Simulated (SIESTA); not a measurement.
A self-consistent single point of KMgF₃ (Pm-3m, 5 atoms in the cell) with SIESTA.

Method: GGA PBE, numerical atomic orbitals DZP, PseudoDojo PBE standard norm-conserving potentials (rewritten from UPF to PSML) (SIESTA).

```xyz
5
Lattice="4.0023 0.0000 0.0000 0.0000 4.0023 0.0000 0.0000 0.0000 4.0023" Properties=species:S:1:pos:R:3 pbc="T T T"
K      2.0012     2.0012     2.0012
Mg     0.0000     0.0000     0.0000
F      0.0000     2.0012     0.0000
F      2.0012     0.0000     0.0000
F      0.0000     0.0000     2.0012
```

Reference input (self-consistent single point, DFT, GGA PBE, numerical atomic orbitals DZP, PseudoDojo PBE standard norm-conserving potentials (rewritten from UPF to PSML)): XC.functional = GGA; XC.authors = PBE; potentials = PseudoDojo PBE standard; PAO.BasisSize = DZP; PAO.EnergyShift = 0.01 Ry; MeshCutoff = 300 Ry; kgrid.MonkhorstPack = 4 4 4; OccupationFunction = FD; ElectronicTemperature = 232.09 K; MaxSCFIterations = 150; SCF.Mixer.Method = Broyden; SCF.Mixer.Weight = 0.2. This run's input differs from it in these lines:

```diff
@@ -32,5 +32,5 @@
 %block kgrid.MonkhorstPack
-    4   0   0  0.0
-    0   4   0  0.0
-    0   0   4  0.0
+    6   0   0  0.0
+    0   6   0  0.0
+    0   0   6  0.0
 %endblock kgrid.MonkhorstPack
```

The program printed (abridged):

```
        iscf     Eharris(eV)        E_KS(eV)     FreeEng(eV)     dDmax    Ef(eV) dHmax(eV)
   scf:    1    -4451.238461    -4451.657108    -4451.657108  1.203487 -6.064890  5.089333
   scf:    2    -4453.012621    -4452.397975    -4452.397975  0.090790 -7.031195  3.796343
   scf:    3    -4452.839933    -4452.711889    -4452.711889  0.121519 -3.855207  1.712336
   scf:    4    -4452.736143    -4452.727191    -4452.727191  0.056400 -5.023406  0.202685
   scf:    5    -4452.728509    -4452.728145    -4452.728145  0.005930 -5.142965  0.101241
   [... 2 lines left out ...]
   scf:    8    -4452.728303    -4452.728302    -4452.728302  0.000117 -5.124757  0.002156
   scf:    9    -4452.728303    -4452.728303    -4452.728303  0.000071 -5.124411  0.001527
   scf:   10    -4452.728303    -4452.728303    -4452.728303  0.000044 -5.123995  0.001046
   scf:   11    -4452.728303    -4452.728303    -4452.728303  0.000031 -5.123623  0.000693
SCF Convergence by DM+H criterion
max |DM_out - DM_in|         :     0.0000307534
max |H_out - H_in|      (eV) :     0.0006929896
SCF cycle converged after 11 iterations

Using DM_out to compute the final energy and forces

siesta: E_KS(eV) =            -4452.7283

siesta: E_KS - E_eggbox =     -4452.7283

siesta: Atomic forces (eV/Ang):
     1   -0.000000    0.000000   -0.000000
     2   -0.000000   -0.000000    0.000000
     3   -0.000000   -0.000000    0.000000
     4   -0.000000   -0.000000    0.000000
     5   -0.000000   -0.000000    0.000000
   Tot   -0.000000   -0.000000    0.000000
   Max    0.000000
   Res    0.000000    sqrt( Sum f_i^2 / 3N )
   Max    0.000000    constrained

Stress tensor Voigt[x,y,z,yz,xz,xy] (kbar):       -6.14       -6.14       -6.14        0.00        0.00       -0.00
   [... lines left out ...]
siesta: FreeEng =     -4452.728303
siesta: Cell volume =         64.112434 Ang**3
siesta:           6.13743168          6.13743168  kBar
   [... lines left out ...]
   5  7.489   1.837   0.018   2.088   2.083   2.088  -0.196  -0.244  -0.196
              0.002   0.002   0.003   0.002   0.001

mulliken: Qtot =       40.000

Mulliken Atomic Populations:
Atom #   charge [q] valence [e]  Species
     1     0.623966    8.376034  K
     2     0.843437    9.156563  Mg
     3    -0.489134    7.489134  F
     4    -0.489134    7.489134  F
     5    -0.489134    7.489134  F
 Total     0.000000
```

The run converged in 11 iterations. Against the reference run the free energy drops by 3.5 meV/atom, the pressure goes from 0.50 to 0.61 GPa and the gap on the mesh moves little (6.902 to 6.904 eV).

The starting cell comes from a database of computed structures (which also holds hypothetical and non-ambient phases and stackings), without a prior relaxation at this level. Its lattice was rescaled by a random factor within 2.5 % of one. Values carry the incompleteness of an atom-centred basis. The basis of the alkali or alkaline-earth atoms may lack their empty d shell, which can raise the gap.

Cost on one core of a shared machine: roughly 40 s.
